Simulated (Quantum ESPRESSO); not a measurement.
# Quick settings and what they miss: HfC (Fm-3m, 2 atoms in the cell)

Self-consistent single point.

```
HfC
1.0
    0.00000     2.31714     2.31714
    2.31714     0.00000     2.31714
    2.31714     2.31714     0.00000
Hf C
1 1
Cartesian
  0.00000   0.00000   0.00000
  2.31714   2.31714   2.31714
```

Method: PBEsol, SSSP 1.1.2 efficiency (PBE) pseudopotentials (plane waves; Quantum ESPRESSO).

Base settings: ecutwfc = 60 Ry; ecutrho = 480 Ry; occupations = smearing; smearing = methfessel-paxton; degauss = 0.0036749 Ry; input_dft = pbesol; potentials = {Hf: Hf-sp.oncvpsp.upf, C: C.pbe-n-kjpaw_psl.1.0.0.UPF}; K_POINTS = automatic 8 8 8 0 0 0; conv_thr = 1e-11 Ry.

Tight run (finer mesh or higher cutoff; not a proven limit): ecutwfc: 60 Ry → 84 Ry; ecutrho: 480 Ry → 672 Ry; conv_thr: 1e-11 Ry → 7.3e-11 Ry; K_POINTS: automatic 8 8 8 0 0 0 → automatic 11 11 11 0 0 0. It gave Fermi level (on the code's own zero) 15.58 eV; pressure -2.89 GPa.

Quick runs, as changes from the base:
- A: the base itself
- B: ecutwfc: 60 Ry → 36 Ry; ecutrho: 480 Ry → 288 Ry; degauss: 0.0036749 Ry → 0.0099958 Ry; K_POINTS: automatic 8 8 8 0 0 0 → automatic 3 3 3 0 0 0
- C: ecutwfc: 60 Ry → 36 Ry; ecutrho: 480 Ry → 288 Ry; conv_thr: 1e-11 Ry → 7.3e-05 Ry; K_POINTS: automatic 8 8 8 0 0 0 → automatic 6 6 6 0 0 0
- D: ecutwfc: 60 Ry → 30 Ry; ecutrho: 480 Ry → 240 Ry; K_POINTS: automatic 8 8 8 0 0 0 → automatic 4 4 4 0 0 0
- E: ecutwfc: 60 Ry → 30 Ry; ecutrho: 480 Ry → 240 Ry; conv_thr: 1e-11 Ry → 7.3e-06 Ry; K_POINTS: automatic 8 8 8 0 0 0 → automatic 2 2 2 1 1 1
- F: ecutwfc: 60 Ry → 42 Ry; ecutrho: 480 Ry → 336 Ry; degauss: 0.0036749 Ry → 0.019992 Ry; K_POINTS: automatic 8 8 8 0 0 0 → automatic 4 4 4 0 0 0

Energies are extrapolated to zero smearing width, which holds to low order in the width alone (under cold and Methfessel-Paxton smearing the free energy itself is taken).

Dashes: pressure of C, E, not trusted under this conv_thr with d or f elements.

The count of work is k-points × plane waves × bands × iterations; it is no time. 

The starting cell comes from a database of computed structures (which also holds hypothetical and non-ambient phases and stackings), without a prior relaxation at this level.

| run | energy less tight (meV/atom) | pressure less tight (GPa) | count of work / tight |
|---|---|---|---|
| A | 3.7 | -0.06 | 0.40 |
| B | 278.5 | -11.34 | 0.018 |
| C | 174.2 | – | 0.025 |
| D | 577.4 | -25.98 | 0.023 |
| E | 482.3 | – | 0.0029 |
| F | 74.3 | -5.11 | 0.044 |

Among the runs at the tight run's level, the energy misses run from 3.7 to 577.4 meV/atom.
